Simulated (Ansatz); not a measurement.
Consider GaSb in the zinc blende structure (space group F-43m, No. 216; a = 6.1115 Å). Axes: x, y, z lie along the cube axes.

Modification: uniaxial strain ε_zz = −3.04 %, all other strain components held at zero, atoms relaxed at fixed cell.

Levels (all Ansatz, a first-principles code, PAW): PBEsol (420 eV, spin-orbit coupling left out); HSE06+SOC (420 eV, spin-orbit coupling included).

The geometry is relaxed with PBEsol.

| Item | Value |
|---|---|
| PBEsol band gap | 0.10 eV |
| PBEsol valence-band top at Γ | 0.00, -0.18, -0.18 eV |

Problem. What does HSE06+SOC give at this geometry for the band gap and valence-band top at Γ?

Solution. The band gap goes up by 0.68 eV to 0.78 eV; the valence-band top at Γ (three highest Kramers pairs, from the VBM) changes from 0.00, -0.18, -0.18 eV to 0.00, -0.14, -0.87 eV.

Single points use the geometry relaxed with PBEsol. Differences between runs with and without spin-orbit coupling are approximate. Spin-orbit coupling, missing from the scalar runs, can matter with Sb. No phonon test of stability was made. The runs without spin-orbit coupling are not spin-polarised. The zero or small gap of GaSb can change with the level of theory.
